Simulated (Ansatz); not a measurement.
V_Al+O_N in wurtzite AlN (the name describes the start): one set of geometries, relaxed with PBE, evaluated in Ansatz (PAW, plane waves to 420 eV, 500 eV under r2SCAN) with PBE, r2SCAN.

Cell and caveats: 192-site cell; 2×2×1 shifted k-points; start: the Al site; N 1.91 Å away, along c; charged states image-corrected; energies good to tenths of an eV; relaxed from one start, so a lower configuration may exist; flagged in the runs: a host whose relaxation on this sampling wasn't shown to rest.

```
quantity                                                                                   PBE  r2SCAN
----------------------------------------------------------------------------------------  ----  ------
host gap (eV)                                                                             4.03    4.67
ε(+1/0) above the VBM (eV)                                                                0.13    0.60
ε(0/−1) above the VBM (eV)                                                                1.13    1.50
ε(−1/−2) above the VBM (eV)                                                               1.76    1.93
largest moment on one atom at charge +1 (μB)                                              0.52    0.58
neutral formation energy against fcc Al, N2 molecule in a box, O2 molecule in a box (eV)  4.37    4.76
largest moment on one atom at charge 0 (μB)                                               0.39    0.43
largest moment on one atom at charge −1 (μB)                                              0.22    0.26
largest moment on one atom at charge −2 (μB)                                              0.00    0.00
```

PBE narrows the gap by 0.64 eV against r2SCAN, the highest level run, and puts the levels shown 0.34 eV lower above the valence-band maximum on average (from the rounded values).

Ansatz is a program for electronic structure.
